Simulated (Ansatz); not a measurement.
Effect of pressure 10 GPa on MoS2

Consider MoS2 in the 3R-MoS2 type structure (space group R3m, No. 160; a = 3.175 Å, c = 18.585 Å (hexagonal axes); layered, stacked along the Cartesian z axis).

Now apply this change: a hydrostatic pressure of 10 GPa.

Computed with r2SCAN+rVV10, PAW, 500 eV (Ansatz, an electronic-structure program; no spin-orbit coupling). Settings: 12×12×12 k-points, 0.05 eV Fermi–Dirac smearing.

Volume per atom: 15.82 Å³ (base 18.03 Å³)
Density: 5.60 g/cm³ (base 4.91 g/cm³)
Lattice parameter a: 3.110 Å (base 3.175 Å)
c/a ratio: 5.465 (base 5.853)
Enthalpy H = E + PV relative to the base's energy: +1.04 eV/atom
Band gap: 0.49 eV (base 1.02 eV)
Gap character: indirect, T → Γ–S₀ (56 % along) (base indirect, T → k = (0.167, -1/2, -0.167) in the run's primitive reciprocal basis)
Smallest direct gap: 1.91 eV (base 1.79 eV)
Width of the top valence band: 2.27 eV (base 1.81 eV)

Load acts through the strain it causes; cell and atoms are relaxed under it. No phonon test of stability was made. Competing high-pressure phases were not computed.
